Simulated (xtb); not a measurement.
xtb 6.7.1, GFN1-xTB: C[N]([GeH3])[Si](F)(F)F, 13 atoms. The geometry is a generated start, not checked to be a minimum at this level.

```json
{
  "run_flags": "--grad",
  "method": "GFN1-xTB",
  "--acc": "1 (default)",
  "--etemp (K)": "300 (default)",
  "basis_functions": "52",
  "valence_electrons": "44"
}
```

```xyz
13

Si     1.5874    -0.3557    -0.3407
F      1.9498    -0.0086    -1.8474
F      2.0955    -1.8396    -0.1329
F      2.5142     0.5867     0.5279
N     -0.0298    -0.1634     0.1238
C     -1.0350    -1.1175    -0.3406
Ge    -0.6603     1.4621     0.7317
H     -0.6291    -2.1276    -0.3289
H     -1.3735    -0.8881    -1.3564
H     -1.8998    -1.0743     0.3251
H     -1.8344     1.0982     1.5928
H     -1.1298     2.3004    -0.4281
H      0.4449     2.1274     1.4739
```

One run each on 1 thread. Values of broydamp tried: 0.02, 0.05, 0.1, 0.2, 0.4 (default), 0.6, 0.8, 1.

Problem. Predict the course of the SCC iterations along this series.

Solution. Fewest SCC iterations, within one of each other: 0.2 with 13, 0.4 (default) with 13, 0.6 with 13. The count rises to 25 at 0.02. All converge to one solution.

```csv
broydamp,SCC iterations,end
0.02,25,same solution
0.05,21,same solution
0.1,17,same solution
0.2,13,same solution
0.4 (default),13,same solution
0.6,13,same solution
0.8,15,same solution
1,19,same solution
```
